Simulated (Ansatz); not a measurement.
# What biaxial strain +2.08 %, plane normal [111], relaxed out of plane does to CdTe

Consider CdTe in the zinc blende structure (space group F-43m, No. 216; a = 6.409 Å). Axes: x, y, z lie along the cube axes.

Now apply this change: biaxial strain +2.08 %, plane normal [111], relaxed out of plane (Cartesian); in-plane vectors clamped, the third vector and the atoms free.

Calculations: LDA (Ansatz, an electronic-structure program; PAW; 420 eV plane waves; no spin-orbit coupling). Settings: 9×9×9 k-points, 0.05 eV Fermi–Dirac smearing.

The volume per atom rises by 0.79 Å³ to 33.69 Å³ and the space group becomes R3m (No. 160) (base: F-43m (No. 216)). The shortest interatomic distance goes up by 0.008 Å (2.775 Å → 2.783 Å) and the energy goes up by 6.9 meV/atom. The pressure (mean of the normal stresses, compression positive) goes from zero to -1.06 GPa and the band gap drops by 0.17 eV, from 0.61 eV to 0.44 eV (an upper bound: an edge found on the path is not a true extremum; the changed cell). The out-of-plane strain amounts to -1.72 % and the ratio −ε⊥/ε∥ comes out as 0.83. The mean in-plane stress (compression positive) amounts to -1.6 GPa.

Final structure (turned so that z lies along the plane normal):

```
CELL_PARAMETERS angstrom
      4.62585     0.00000     0.00000
      2.31292     4.00610     0.00000
      2.31292    -1.33537     3.63627
ATOMIC_POSITIONS crystal
  Cd 0.00510 0.99745 0.99235
  Te 0.49490 0.25255 0.75765
```

With Te present, leaving out spin-orbit coupling can change the band edges. Whether these cells are dynamically stable was not tested.
